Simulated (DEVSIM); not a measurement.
Device: abrupt GaAs n-p junction, at 300 K.

Layer 1 from the left is GaAs, thickness (μm) 10.0, Nd (cm⁻³) 6.9e16, τn (s) 6.2e-10, τp (s) 6.2e-10. Layer 2 from the left is GaAs, thickness (μm) 3.10, Na (cm⁻³) 3.2e17, τn (s) 6.2e-10, τp (s) 6.2e-10.

Left contact: ohmic. Right contact: ohmic. Voltage is applied to the left contact. Recombination: SRH at mid-gap, radiative, Auger. Mobility is μmin + (μ − μmin)/(1 + (N/Nref)^α).

This is a model device: material constants are rounded textbook-type values typed into the input, and sizes, dopings and lifetimes were drawn at random. Values at 300 K.

GaAs: gap (eV) 1.424, affinity (eV) 4.07, permittivity 12.9, Nc (cm⁻³) 4.7e17, Nv (cm⁻³) 9e18, μn (cm²/Vs) 8500, μp (cm²/Vs) 400, μn,min 500, μp,min 20, Nref,n 6e16, Nref,p 1.5e17, αn 0.39, αp 0.38, B (cm³/s) 2e-10, Cn (cm⁶/s) 1e-30, Cp (cm⁶/s) 1e-30.

Model (solved in DEVSIM): 1D drift-diffusion, Boltzmann statistics, complete ionisation; no tunnelling, impact ionisation, image-force lowering or self-heating.

**Question.** What does the simulation give for the dark forward voltage at 1 A/cm², the potential step across the device at zero bias, the dark forward voltage at 100 A/cm²?

**Answer.** dark forward voltage at 1 A/cm² 1.039 V; potential step across the device at zero bias 1.288 V; dark forward voltage at 100 A/cm² 1.174 V.
